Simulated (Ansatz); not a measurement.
GaAs: response to strain

Base system: GaAs in the zinc blende structure (space group F-43m, No. 216).

```
GaAs
1.0
    0.00000     2.82951     2.82951
    2.82951     0.00000     2.82951
    2.82951     2.82951     0.00000
As Ga
1 1
Direct
  0.75000   0.75000   0.75000
  0.00000   0.00000   0.00000
```

Cartesian axes are those of the cell as printed.

Strains are applied to the cell and any free atomic positions relax; under biaxial strain the out-of-plane vector relaxes too; under stress the whole cell relaxes.

Levels (all Ansatz, a program for electronic structure, PAW): PBEsol (420 eV, no spin-orbit coupling); r2SCAN (500 eV, spin-orbit coupling left out); HSE06 (420 eV, spin-orbit coupling left out).

Band gaps by level, all at the geometries relaxed with PBEsol:

```tsv
case	PBEsol	r2SCAN	HSE06
base	0.42 eV	0.99 eV	1.40 eV
biaxial strain −1.02 %, plane normal [001], relaxed out of plane	0.46 eV	1.04 eV	1.44 eV
uniaxial strain ε_xx = −3.91 %	0.56 eV	1.15 eV	1.57 eV
uniaxial strain ε_xx = −1.97 %	0.49 eV	1.07 eV	1.48 eV
uniaxial stress, 3 GPa tension along z	0.20 eV	0.76 eV	1.15 eV
strain tensor (xx, yy, zz, yz, xz, xy) = (+0.27, −0.81, +0.44, +1.03, +0.11, −0.15) %	0.32 eV	0.89 eV	1.29 eV
```

Single points use the geometry relaxed with PBEsol. Stability under load was not tested beyond the relaxation. A zero or small gap of GaAs under uniaxial stress, 3 GPa tension along z can be the functional's error rather than a property of the material.
